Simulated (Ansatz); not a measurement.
## Response to strain in TiC

Consider TiC in the rock salt structure (space group Fm-3m, No. 225; a = 4.328 Å; relaxed with 0.1 eV smearing). Axes: x, y, z lie along the cube axes.

Strains are applied to the cell and any free atomic positions relax; under biaxial strain the out-of-plane vector relaxes too.

Computed with DFT with r2SCAN, PAW potentials and a 500 eV plane-wave cutoff in Ansatz (an electronic-structure program), without spin-orbit coupling.

Notes on the quantities. energy relative to the base: free energy F.

| biaxial strain, plane normal [111], relaxed out of plane (%) | energy relative to the base (meV/atom) |
|---|---|
| -2.5 | 24.0 |
| -2.08 | ? |
| -1.67 | 10.5 |
| -1.25 | 5.9 |
| -0.83 | 2.6 |
| -0.42 | 0.7 |
| 0 | 0.0 |

### Question
Fit ΔE = Aε² + Bε³ (ε in %) to the rows shown and predict the withheld row.

### Answer
Least squares on the printed values gives A = 3.67 and B = -0.067 meV/atom (largest residual 0.1 meV/atom); this predicts 16.5 meV/atom, and the run gives 16.5 meV/atom, in agreement.

Whether these cells are dynamically stable was not tested. All final runs are without spin polarisation.
